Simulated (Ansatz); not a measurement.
Start from SiC (space group P6_3mc, No. 186).

```
CELL_PARAMETERS angstrom
      3.07812     0.00000     0.00000
     -1.53906     2.66573     0.00000
      0.00000     0.00000    10.07618
ATOMIC_POSITIONS crystal
  Si 0.00000 0.00000 0.00032
  Si 0.00000 0.00000 0.50032
  Si 0.66667 0.33333 0.75025
  Si 0.33333 0.66667 0.25025
  C  0.00000 0.00000 0.81285
  C  0.00000 0.00000 0.31285
  C  0.66667 0.33333 0.56221
  C  0.33333 0.66667 0.06221
```

The values are results of PBEsol (Ansatz, an electronic-structure program; PAW; 420 eV plane waves; without spin-orbit coupling), earlier PAW set, not measurements.

One change was made to it. Results:

| quantity | base | after |
|---|---|---|
| lattice parameter a | 3.078 Å | 3.060 Å |
| band gap | 2.12 eV | 2.12 eV |

Problem. Which of these changes matches the shifts?
A) pressure 18 GPa
B) pressure −2 GPa
C) pressure −1 GPa
D) pressure 1.8 GPa
E) pressure 4.2 GPa

Solution. E, pressure 4.2 GPa. For comparison, the lattice parameter a in the other runs: pressure 18 GPa gives 3.007 Å; pressure −2 GPa gives 3.087 Å; pressure −1 GPa gives 3.083 Å; pressure 1.8 GPa gives 3.070 Å.

Load acts through the strain it causes; cell and atoms are relaxed under it. No phonon test of stability was made. No other phases were tried under pressure.
